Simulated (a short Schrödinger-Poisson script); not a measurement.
Structure: MOS inversion layer, Al2O3 on p-type Si(100), at 300 K.

```
layer  material  thickness (nm)  Na (cm⁻³)
-----  --------  --------------  ---------
1         Al2O3             5.6          -
2            Si            1900     5.1e16
```

Constants are typed, rounded textbook-type inputs, not results; the design itself was drawn at random and stands for no fabricated device. Al2O3: permittivity 9, conduction-band edge (eV) 2.7, gap (eV) 6.8, electron mass (mₑ) 0.3. Si: permittivity 11.7, conduction-band edge (eV) 0, gap (eV) 1.124, Nv at 300 K (cm⁻³) 3.1e19.

Channel valleys (confinement mass, in-plane density-of-states mass, number): Δ2 0.916, 0.19, 2; Δ4 0.19, 0.417, 4. At the gate the conduction-band edge of layer 1 lies 3.16 eV − eVg above the Fermi level of the channel; the field vanishes at the back. Gaps are held at their typed values at every temperature. Mesh 0.03 nm at interfaces.

Solved with a short Schrödinger-Poisson script written for these runs: 1D Poisson equation in equilibrium, electrons classical, Fermi-Dirac, parabolic valleys, classical holes, full ionisation, no traps, pinning or gate leakage.

The same stack at other levels of the model or other numerical settings:

```csv
run,sheet density of all electrons at Vg = 2 V (cm⁻²),sheet density of all electrons at Vg = 0.8 V (cm⁻²),capacitance at Vg = 2 V (μF/cm²),centroid of the channel electrons at Vg = 2 V (nm),rough cost against the base
base,1.18e13,2.24e12,1.31,0.84,about 1
"electrons treated as classical, Boltzmann",[?],2.27e12,1.37,0.62,0.1
"electrons treated as quantum, Hartree",1.07e13,[?],1.24,1.68,6
mesh six times as coarse,1.17e13,2.21e12,1.30,[?],0.2
```

Q: What belongs in the gaps?

A: 
- electrons treated as quantum, Hartree, sheet density of all electrons at Vg = 0.8 V (cm⁻²): 1.85e12
- electrons treated as classical, Boltzmann, sheet density of all electrons at Vg = 2 V (cm⁻²): 1.22e13
- mesh six times as coarse, centroid of the channel electrons at Vg = 2 V (nm): 0.93

The classical rows ignore confinement, and Boltzmann statistics overrate the density once the band edge passes the Fermi level.
